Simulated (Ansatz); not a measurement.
The starting structures come from a database of crystals and need not be the phases stable at ambient conditions.

Consider the following.

```
MgS
1.0
    3.68318     0.00000     0.00000
    0.00000     3.68318     0.00000
    1.84159    -1.84159     2.60440
Mg S
1 1
Direct
  0.00000   0.00000   0.00000
  0.50000   0.50000   0.00000
```

Space group of this cell: Fm-3m, rock salt. The cell is taken as given.

Computed with r2SCAN (plane waves, PAW; Ansatz, an electronic-structure program).

The current runs along the normal of the first two printed vectors; no spin-orbit coupling. Scaled by the factor s: all lengths (ions clamped). Meshes 12×12×12 and 8×8 across the current in all rows.

| s | mean pressure (GPa) | slowest mid-gap decay constant κ (1/Å) |
|---|---|---|
| 0.98 | 5.1 | 0.284 |
| 1.00 | -0.3 | 0.268 |
| 1.02 | -4.4 | ? |

Take the slope of the slowest mid-gap decay constant κ against ln s from the two given rows, extrapolate to s = 1.02, and say what the run there gives.

Slope = (0.284 − 0.268) / ln 0.98 = -0.792 1/Å. The line gives 0.268 + (-0.792) × ln 1.02 = 0.252 1/Å. The run gives 0.252 1/Å, as the line does.
